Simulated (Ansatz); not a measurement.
Data:

```yaml
crystal:
  lattice:
    - [0.00000, 3.27696, 3.27696]
    - [3.27696, 0.00000, 3.27696]
    - [3.27696, 3.27696, 0.00000]
  atoms:
    - { symbol: In, position: [0.00000, 0.00000, 0.00000] }
    - { symbol: Sb, position: [0.25000, 0.25000, 0.25000] }
```

These are r2SCAN with spin-orbit coupling, rigid bands (plane waves, PAW; Ansatz, a first-principles code) values and carry that method's errors. Condition of this run: hydrostatic pressure of -0.65 GPa (compression positive) (the target of the relaxation). Cell: cell and atoms relaxed with PBEsol, then loaded as said.

Q: Is this a good metal at this level?

A: No. No gap is resolved, and few carriers conduct, as in a semimetal or a zero-gap semiconductor. N(E_F) = 0.00194 states/eV a cell at 300 K and the Drude plasma energy along the best axis is 0.140 eV, several times under that of a simple or noble metal.
